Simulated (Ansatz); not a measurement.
# TiC under a change: isotropic strain +1.45 %

Take TiC in the rock salt structure (space group Fm-3m, No. 225; a = 4.333 Å; relaxed with 0.1 eV smearing) as the base.

The change: the cell is scaled by 1.0145 in all directions; the atoms relax in the strained cell.

The values are results of Ansatz (a program for electronic structure), PBE, PAW, cutoff 420 eV, no spin-orbit coupling, earlier PAW set, not measurements. Settings: 23×23×23 k-points, 0.1 eV Fermi–Dirac smearing.

The volume per atom goes up by 0.45 Å³, from 10.17 Å³ to 10.62 Å³ and the space group stays Fm-3m (No. 225). The shortest interatomic distance increases by 0.0314 Å to 2.198 Å and the energy increases by 14 meV/atom. The pressure goes from zero to -9.9 GPa and the band gap is still zero.

Final structure:

```
TiC
1.0
    0.00000     2.19777     2.19777
    2.19777     0.00000     2.19777
    2.19777     2.19777     0.00000
C Ti
1 1
Direct
  0.00000   0.00000   0.00000
  0.50000   0.50000   0.50000
```

Stability against distortions was not tested. The final runs are not spin-polarised.
